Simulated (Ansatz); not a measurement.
**What pressure 10 GPa does to MoSi2**

Take MoSi₂ (space group I4/mmm, No. 139; a = 3.202 Å, c = 7.819 Å) as the base.

Modification: a hydrostatic pressure of 10 GPa.

Computed with Ansatz (an electronic-structure program) r2SCAN, scalar-relativistic without spin-orbit coupling. Settings: 14×14×14 k-points, 0.05 eV Fermi–Dirac smearing.

- Volume per atom: 12.81 Å³ (base 13.36 Å³)
- Density: 6.57 g/cm³ (base 6.30 g/cm³)
- c/a ratio: 2.450 (base 2.442)
- Shortest interatomic distance: 2.556 Å (base 2.575 Å)
- Enthalpy H = E + PV relative to the base's energy: +0.82 eV/atom
- Band gap: zero (base zero)

The mesh was chosen for an insulator and is coarse for the gapless case. Load acts through the strain it causes; cell and atoms are relaxed under it. No phonon test of stability was made. No other phases were tried under pressure. The final runs are not spin-polarised.
